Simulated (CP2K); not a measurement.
Band structure of CdSe (P6_3mc, 4 atoms in the cell).

```xyz
4
Lattice="4.3461 0.0000 0.0000 -2.1730 3.7638 0.0000 0.0000 0.0000 7.0898" Properties=species:S:1:pos:R:3 pbc="T T T"
Cd     2.1730     1.2546     3.5446
Cd     0.0000     2.5092     7.0895
Se     2.1730     1.2546     6.2101
Se     0.0000     2.5092     2.6651
```

Method of the run: PBE, GPW, DZVP-MOLOPT-PBE-GTH basis, GTH-PBE potentials (POTENTIAL_UZH) run with CP2K.

Settings: CUTOFF = 500 Ry; REL_CUTOFF = 50 Ry; KPOINTS/SCHEME = MONKHORST-PACK 7 7 4; GAMMA_CENTERED = T; XC_FUNCTIONAL = PBE; Cd/BASIS_SET = DZVP-MOLOPT-PBE-GTH-q12; Cd/POTENTIAL = GTH-PBE-q12; Se/BASIS_SET = DZVP-MOLOPT-PBE-GTH-q6; Se/POTENTIAL = GTH-PBE-q6; METHOD = GPW; EPS_DEFAULT = 1e-11; EXTRAPOLATION = USE_GUESS; NGRIDS = 5; SCF_GUESS = ATOMIC.

The starting cell comes from a database of computed structures (which also holds hypothetical and non-ambient phases and stackings), without a prior relaxation at this level. Values carry the incompleteness of an atom-centred basis.

### Question
Predict the gap along the standard path and the places of the band edges.

### Answer
The gap along the path is 0.60 eV, direct at Γ to within 0.01 eV.

Levels in eV from the top of the valence band on the SCF mesh, bands 15 to 19:
| point | 15 | 16 | 17 | 18 | 19 |
|---|---|---|---|---|---|
| Γ | -0.73 | -0.04 | 0.00 | 0.00 | 0.60 |
| M | -2.55 | -1.78 | -1.27 | -0.72 | 3.26 |
| K | -2.92 | -1.80 | -1.80 | -1.61 | 4.51 |
| A | -0.38 | -0.38 | -0.38 | -0.38 | 2.36 |
| L | -1.31 | -1.31 | -1.29 | -1.29 | 3.02 |
| H | -2.34 | -2.34 | -1.08 | -1.08 | 3.86 |

Higher empty bands are left out: an atom-centred basis made for the valence describes them poorly.
